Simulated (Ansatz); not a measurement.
## Response to strain in MgS

Take MgS in the rock salt structure (space group Fm-3m, No. 225; a = 5.2030 Å) as the base. Axes: x, y, z lie along the cube axes.

Strains are applied to the cell and any free atomic positions relax.

Calculations: plane-wave PAW DFT at the r2SCAN level (Ansatz, a quantum-chemistry and plane-wave program, 500 eV), spin-orbit coupling left out.

Notes on the quantities. energy relative to the base: free energy F.

```json
[
 {"uniaxial strain ε_zz (%)": "-3", "energy relative to the base (meV/atom)": "8.5"},
 {"uniaxial strain ε_zz (%)": "-2.5", "energy relative to the base (meV/atom)": "?"},
 {"uniaxial strain ε_zz (%)": "-2", "energy relative to the base (meV/atom)": "3.6"},
 {"uniaxial strain ε_zz (%)": "-1.5", "energy relative to the base (meV/atom)": "2.0"},
 {"uniaxial strain ε_zz (%)": "-1", "energy relative to the base (meV/atom)": "0.9"},
 {"uniaxial strain ε_zz (%)": "-0.5", "energy relative to the base (meV/atom)": "0.2"},
 {"uniaxial strain ε_zz (%)": "0", "energy relative to the base (meV/atom)": "0.0"}
]
```

### Question
Fit ΔE = Aε² + Bε³ (ε in %) to the rows shown and predict the withheld row.

### Answer
Least squares on the printed values gives A = 0.828 and B = -0.039 meV/atom (largest residual 0.0 meV/atom); this predicts 5.8 meV/atom, and the run gives 5.8 meV/atom, in agreement.

Whether these cells are dynamically stable was not tested.
